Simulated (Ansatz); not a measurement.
We consider As (model structure, started from the C4 type, I4₁32, No. 214, 4 atoms in the cell), described by LDA (PAW; Ansatz, a quantum-chemistry and plane-wave program).

Numerical settings: plane-wave cutoff 520 eV, 14×14×14 k mesh, Fermi–Dirac smearing 0.05 eV, scalar-relativistic PAW data made under PBE.

Cell (relaxed at this level):

```
CELL_PARAMETERS angstrom
     -3.42131     3.42131     3.42131
      3.42131    -3.42131     3.42131
      3.42131     3.42131    -3.42131
ATOMIC_POSITIONS crystal
  As 0.00000 0.25000 0.50000
  As 0.25000 0.50000 0.00000
  As 0.50000 0.00000 0.25000
  As 0.25000 0.25000 0.25000
```

Task: Give the computed bulk modulus B0.

Result: 
- bulk modulus B0: 33.9 GPa

The run finds no gap.

Note: the bulk modulus is −V dP/dV from two relaxed cells at ±2 % in volume; the relaxation could raise the start's symmetry but not lower it, so the cell can be a saddle point.

Computed values are for the static lattice.

Computing time: around 5 core-minutes (rough).

A model structure was made by putting elements into a prototype or built by hand; it is no filed structure, need not be a known phase, and can be a saddle point held by its symmetry.
